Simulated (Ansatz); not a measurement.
We consider Zr2B2Ge (model structure, started from the Ti2InB2 type, P-6m2, No. 187, 5 atoms in the cell), described by LDA (Ansatz, a program for electronic structure, PAW).

Input file:

Ansatz 0.2 input:
```yaml
crystal:
  lattice:
    - [3.1778838611, 0.0000002982, 0.0]
    - [-1.5889421888, 2.7521280049, 0.0]
    - [0.0, 0.0, 7.8143237365]
  atoms:
    - { symbol: Zr, position: [0.3333333333, 0.6666666667, 0.7168007283] }
    - { symbol: Zr, position: [0.3333333333, 0.6666666667, 0.2831992717] }
    - { symbol: Ge, position: [0.0, 0.0, 0.0] }
    - { symbol: B, position: [0.0, 0.0, 0.5] }
    - { symbol: B, position: [0.6666666667, 0.3333333333, 0.5] }
basis:
  ecutwfc: 520
  ecutrho_ratio: 4
  xc_grid: 2
kpoints:
  mp_grid: { grid: [24, 24, 8] }
hamiltonian:
  xc: lda
  dispersion: none
  pseudopotentials: { kind: paw }
scf:
  occupations: { method: fermi_dirac, width: 0.05 }
output:
  forces: true
  stress: true
  eigenvalues: true
relax:
  f_tol: 0.004
  escape_saddle: false
  max_steps: 80
  cell: { stress_tol: 0.02, fix: [volume] }
```

Excerpt of the program's output:

```
Relaxation: its limit of steps is 80 (relax.max_steps)
Crystal: 5 atoms, lattice volume = 68.344 Å³
Basis set: ecut = 520 eV, 1835 PW (Γ), exchange–correlation on 48×48×120 points (8 copies of the dense FFT grid, shifted against one another)
Bands: 27, of which v1, the nominal top of the filled ones, is band 22 counted from 1 (21 counted from 0)
Symmetry: 12 space group operations
Space group: P-6m2 (ITA 187), of the structure as read, at distance tolerance 4.1e-5 Å
k-points: 305 of 4608 (time reversal used)
Functional: x = slater, c = lda
SCF iter   1: F=—  HF=-12674.844501 eV  |F-HF|=—  |Δ(HF+E_count)|=         —  Δρ=6.24e-3  dr2=4.99e-2
SCF iter   2: F=—  HF=-12674.838442 eV  |F-HF|=—  |Δ(HF+E_count)|=   6.06e-3  Δρ=3.58e-3  dr2=2.18e-2
  ...
SCF 1 converged in 7 iterations: F = -12674.834066 eV  dr2 = 2.50e-8
Crystal: 5 atoms, lattice volume = 68.344 Å³
Initial density: handed on by an earlier stage of this run
SCF 2 converged in 6 iterations: F = -12674.833827 eV  dr2 = 4.72e-8
Crystal: 5 atoms, lattice volume = 68.344 Å³
SCF 3 converged in 9 iterations: F = -12674.834815 eV  dr2 = 2.48e-12
Crystal: 5 atoms, lattice volume = 68.344 Å³
SCF iter   2: F=—  HF=-12674.834816 eV  |F-HF|=—  |Δ(HF+E_count)|=   3.68e-7  Δρ=6.67e-8  dr2=2.25e-12
SCF iter   3: F=-12674.834816 eV  HF=-12674.834816 eV  |F-HF|=0.00e0  |Δ(HF+E_count)|=  1.82e-12  Δρ=4.29e-8  dr2=1.07e-12
SCF 4 converged in 3 iterations: F = -12674.834816 eV  dr2 = 1.07e-12
SCF converged after 3 iterations
Free energy (F): -12674.834816 eV
Internal energy: -12674.825840 eV  (E = F + TS)
E sigma→0 (E₀):  -12674.830328 eV
Fermi energy:    14.624664 eV
--- Forces (eV/Å), atoms counted from 1 ---
  atom   1  Zr     0.00000000     0.00000000    -0.00074875
  atom   2  Zr     0.00000000     0.00000000     0.00074875
  atom   3  Ge    -0.00000000     0.00000000     0.00000000
  atom   4  B      0.00000000     0.00000000     0.00000000
  atom   5  B      0.00000000    -0.00000000     0.00000000
--- Stress (GPa, compression-positive) ---
       -3.423651      -0.000000       0.000000
        0.000000      -3.423651       0.000000
        0.000000       0.000000      -3.438097
  P = ⅓ Tr σ = -3.4285 GPa (-34.285 kbar)
```

The cell is one volume of an energy–volume scan, off the minimum.

The PAW data were made under PBE.

Note: the relaxation could raise the start's symmetry but not lower it, so the cell can be a saddle point.

Cost on a shared machine: roughly 6 core-minutes.

A model structure was made by putting elements into a prototype or built by hand; it is no filed structure, need not be a known phase, and can be a saddle point held by its symmetry.
